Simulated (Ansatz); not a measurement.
The reference is TiO2 in the rutile structure (space group P4_2/mnm, No. 136; a = 4.5481 Å, c = 2.9171 Å). Axes: x, y, z lie along a, b, c of the conventional cell.

Computed with plane-wave PAW DFT at the LDA level (Ansatz, a program for electronic structure, 420 eV), no spin-orbit coupling.

For the base:

| Item | Result |
|---|---|
| Valence-band top at Γ | 0.00, -0.47, -0.47 eV |
| Electron mass | 0.52 mₑ along c, 1.1 mₑ across (at Γ) |
| Pressure | 0.00 GPa |

Modification: the cell is compressed by 1.80 % along z with no lateral relaxation, atoms relaxed at fixed cell.

### Question
Estimate the effect on the valence-band top at Γ.

### Answer
The valence-band top at Γ (three highest levels, from the VBM) remains 0.00, -0.47, -0.47 eV.

### Question
Predict the new energy relative to the base.

### Answer
The energy rises by 5.6 meV/atom.

### Question
Predict the new electron mass.

### Answer
The electron mass becomes 0.49 mₑ along z, 1.0 mₑ across (at Γ) (base: 0.52 mₑ along c, 1.1 mₑ across (at Γ)).

### Question
How does this affect the pressure?

### Answer
The pressure (mean of the normal stresses, compression positive) goes from zero to 5.52 GPa.

The levels and masses belong to the bands next to the band gap. The cells carry an imposed strain or load. Effective masses come from finite differences of ±0.01 Å⁻¹. No phonon test of stability was made. The final runs are not spin-polarised.
